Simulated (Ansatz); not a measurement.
## Convergence series on LaMg₁₄Ga (Amm2, 16 atoms in the cell)

```xyz
16
Lattice="10.3535 0.0000 0.0000 0.0000 3.1834 5.7623 0.0000 -3.1834 5.7623" Properties=species:S:1:pos:R:3 pbc="T T T"
La     5.1767     0.0000     2.0500
Mg     0.0000     0.0000     1.9232
Mg     0.0000     0.0000     7.7241
Mg     5.1767    -1.5442     4.9538
Mg     5.1767     1.5442     4.9538
Mg     0.0000    -1.6288     4.8020
Mg     0.0000     1.6288     4.8020
Mg     2.5071    -1.5693     6.6883
Mg     7.8464     1.5693     6.6883
Mg     7.8464    -1.5693     6.6883
Mg     2.5071     1.5693     6.6883
Mg     2.4540     0.0000     3.8717
Mg     7.8995     0.0000     3.8717
Mg     2.7839     0.0000     9.5126
Mg     7.5695     0.0000     9.5126
Ga     5.1767     0.0000     7.4660
```

Computed with PBEsol, default PAW files made with PBE (plane waves; Ansatz, a program for electronic structure).

The starting cell comes from a database of computed structures (which also holds hypothetical and non-ambient phases and stackings), without a prior relaxation at this level. Ansatz's pressure includes its estimate of the finite-basis (Pulay) stress.

Held fixed: hamiltonian.xc = pbesol; hamiltonian.pseudopotentials = {kind: paw} (the program's default PAW files); scf.occupations.method = fermi_dirac; scf.occupations.width = 0.1 eV.

ΔF is the free energy per atom less that of the last row (7 12 12).

The series runs over kpoints.mp_grid.grid = 1 1 1; 1 2 2; 2 3 3; 2 4 4; 3 4 4; 3 5 5; 3 6 6; 4 7 7; 5 8 8; 5 10 10; 7 12 12.

Problem. From which setting on does the largest force stay within 0.01 eV/Å of the last one?

Solution. From kpoints.mp_grid.grid = 3 6 6 on; the one before it is off by 0.033 eV/Å. The value it settles on is 0.109 eV/Å at this level of theory and with the other settings as held.

Problem. From which setting on does the energy stay within 10 meV/atom of the last one?

Solution. From kpoints.mp_grid.grid = 2 4 4 on; the one before it is off by 25 meV/atom.

```
kpoints.mp_grid.grid  ΔF (meV/atom)  pressure (GPa)  largest force (eV/Å)  k-points  iterations
--------------------  -------------  --------------  --------------------  --------  ----------
1 1 1                         288.8           -0.61                 1.102         1          10
1 2 2                         -42.6           -1.01                 0.197         3           9
2 3 3                          24.7           -0.67                 0.106         8           8
2 4 4                          -3.6           -0.81                 0.079        14           7
3 4 4                          -3.8           -0.80                 0.082        14           7
3 5 5                          0.87           -0.78                 0.142        18           8
3 6 6                          1.30           -0.79                 0.106        26           7
4 7 7                         -0.87           -0.80                 0.105        48           7
5 8 8                          0.11           -0.80                 0.111        63           7
5 10 10                       -0.20           -0.80                 0.108        93           7
7 12 12                        0.00           -0.80                 0.109       172           8
```

Keys are those of Ansatz 0.2.
